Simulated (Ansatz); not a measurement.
Input and output of a self-consistent single point for CaMg (Pmm2, 4 atoms in the cell) (Ansatz, a first-principles code).

Level of theory: LDA (PW92), harder PAW files (source: ansatz) made with PBE (plane waves; Ansatz).

The change in words: lattice scaled by 0.98; basis.ecutwfc: 420 eV → 620 eV; hamiltonian.pseudopotentials: {kind: paw} (the program's default PAW files) → {kind: paw, source: ansatz}. Reference geometry:
```
CELL_PARAMETERS angstrom
      5.69089     0.00000     0.00000
      0.00000     3.90916     0.00000
      0.00000     0.00000     5.71262
ATOMIC_POSITIONS crystal
  Ca 0.75000 0.50000 0.75418
  Ca 0.25000 0.50000 0.25457
  Mg 0.75000 0.00000 0.24229
  Mg 0.25000 0.00000 0.75771
```

Reference input (self-consistent single point, DFT, LDA (PW92), plane waves, default PAW files made with PBE): basis.ecutwfc = 420 eV; kpoints.mp_grid.grid = 4 7 4; hamiltonian.xc = lda; hamiltonian.pseudopotentials = {kind: paw} (the program's default PAW files); scf.occupations.method = fermi_dirac; scf.occupations.width = 0.1 eV. This run's input differs from it in these lines:

Ansatz 0.2 input:
```diff
@@ -3,5 +3,5 @@
   lattice:
-    - [5.690893, 0.000000, 0.000000]
-    - [0.000000, 3.909159, 0.000000]
-    - [0.000000, 0.000000, 5.712621]
+    - [5.577075, 0.000000, 0.000000]
+    - [0.000000, 3.830976, 0.000000]
+    - [0.000000, 0.000000, 5.598369]
   atoms:
@@ -12,3 +12,3 @@
 basis:
-  ecutwfc: 420.0
+  ecutwfc: 620.0
 kpoints:
@@ -17,3 +17,3 @@
   xc: lda
-  pseudopotentials: { kind: paw }
+  pseudopotentials: { kind: paw, source: ansatz }
 scf:
```

Output, abridged:

```
SCF iter   1: F=—  HF=-7349.297795 eV  |F-HF|=—  |Δ(HF+E_count)|=         —  Δρ=2.12e-2  dr2=8.72e-1  ethr=3.10e-3  ⟨swp⟩=9.5  Hψ=10592  notcnv=0
all-band conjugate gradients solve this SCF's bands
automatic band count: the SCF goes on with 28 bands, as 24 were too few: the levels above may hold too much charge
preconditioner: auto → Kerker (q_TF=auto, 2.273 Å⁻¹)
SCF iter   2: F=—  HF=-7349.054402 eV  |F-HF|=—  |Δ(HF+E_count)|=   2.43e-1  Δρ=1.07e-2  dr2=3.23e-1  ethr=2.18e-3  ⟨swp⟩=2.4  Hψ=1562  notcnv=0
   [... lines left out ...]
SCF iter   5: F=—  HF=-7348.916123 eV  |F-HF|=—  |Δ(HF+E_count)|=   4.87e-4  Δρ=2.92e-4  dr2=7.15e-5  ethr=2.28e-6  ⟨swp⟩=2.1  Hψ=1670  notcnv=0
SCF iter   6: F=—  HF=-7348.916117 eV  |F-HF|=—  |Δ(HF+E_count)|=   6.71e-6  Δρ=4.79e-5  dr2=3.00e-6  ethr=1.79e-7  ⟨swp⟩=2.8  Hψ=1637  notcnv=0
SCF iter   7: F=—  HF=-7348.916116 eV  |F-HF|=—  |Δ(HF+E_count)|=   7.11e-7  Δρ=1.08e-5  dr2=1.24e-7  ethr=7.51e-9  ⟨swp⟩=2.1  Hψ=1479  notcnv=0
SCF iter   8: F=-7348.916116 eV  HF=-7348.916116 eV  |F-HF|=1.95e-10  |Δ(HF+E_count)|=   1.26e-8  Δρ=1.61e-6  dr2=4.24e-9  ethr=2.50e-10  ⟨swp⟩=6.2  Hψ=4304  notcnv=0
SCF 1 converged in 8 iterations: F = -7348.916116 eV  dr2 = 4.24e-9
Free energy (F): -7348.916116 eV
Internal energy: -7348.789082 eV  (E = F + TS)
E sigma→0 (E₀):  -7348.852599 eV
Entropy (-TS):   -0.127034 eV (-31.758 meV/atom)
Fermi energy:    5.394050 eV
--- Forces (eV/Å), atoms counted from 1 ---
  atom   1  Ca     0.00000000     0.00000000    -0.12669071
  atom   2  Ca     0.00000000     0.00000000     0.01858531
  atom   3  Mg     0.00000000     0.00000000     0.11400471
  atom   4  Mg     0.00000000     0.00000000    -0.00590186
--- Stress (GPa, compression-positive) ---
       -1.093203       0.000000       0.000000
        0.000000      -0.789611       0.000000
        0.000000       0.000000      -1.252876
  P = ⅓ Tr σ = -1.0452 GPa (-10.452 kbar)
  The stress holds the Pulay correction. Without it, at fixed plane waves, as pw.x and ABINIT print it: P = -1.0542 GPa
```

The run converged in 8 iterations. Against the reference run the pressure goes from -2.37 to -1.05 GPa and the largest force goes from 0.104 to 0.127 eV/Å.

The starting cell comes from a database of computed structures (which also holds hypothetical and non-ambient phases and stackings), without a prior relaxation at this level. Its lattice was rescaled by up to half a per cent. One atom was moved a little off its site on purpose. For this run, on top of that: lattice scaled by 0.98. Ansatz's pressure includes its estimate of the finite-basis (Pulay) stress.
